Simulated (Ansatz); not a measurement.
Start from BeS in the wurtzite structure (space group P6_3mc, No. 186; a = 3.439 Å, c = 5.667 Å; a hypothetical phase, not in the database extracts checked).

(Cell as relaxed with PBE.)

Levels (all Ansatz, a program for electronic structure, PAW): PBE (420 eV, no spin-orbit coupling); PBEsol (420 eV, no SOC).

Each level relaxes its own structure.

```csv
base,PBE,PBEsol
volume per atom,14.51 Å³,14.18 Å³
lattice parameter a,3.439 Å,3.412 Å
band gap,3.71 eV,3.44 eV
```

It is then changed as follows: hydrostatic tension (pressure −2 GPa).

```csv
quantity,PBE,PBEsol
smallest direct gap,5.01 eV,(withheld)
electron mass,"0.31 mₑ along c, 0.54 mₑ across (at K)",(withheld)
volume per atom,14.84 Å³,(withheld)
mean gap deformation potential ΔEg/Δln V,+3.6 eV,(withheld)
shift of the gap caused by the change,+0.08 eV,(withheld)
```

**Question.** What does PBEsol give?

**Answer.** 
- smallest direct gap, PBEsol: 4.98 eV
- electron mass, PBEsol: 0.31 mₑ along c, 0.53 mₑ across (at K)
- volume per atom, PBEsol: 14.48 Å³
- mean gap deformation potential ΔEg/Δln V, PBEsol: +3.8 eV
- shift of the gap caused by the change, PBEsol: +0.08 eV

PBE's smallest direct gap lies 0.03 eV above PBEsol's; PBE's volume per atom lies 0.36 Å³ above PBEsol's (2.5 %); the two agree on the shift of the gap caused by the change. Neither level is exact; PBEsol is the comparison here, not a measurement.

Load acts through the strain it causes; cell and atoms are relaxed under it. Masses are band curvatures over ±0.01 Å⁻¹ around the edge. No phonon test of stability was made.
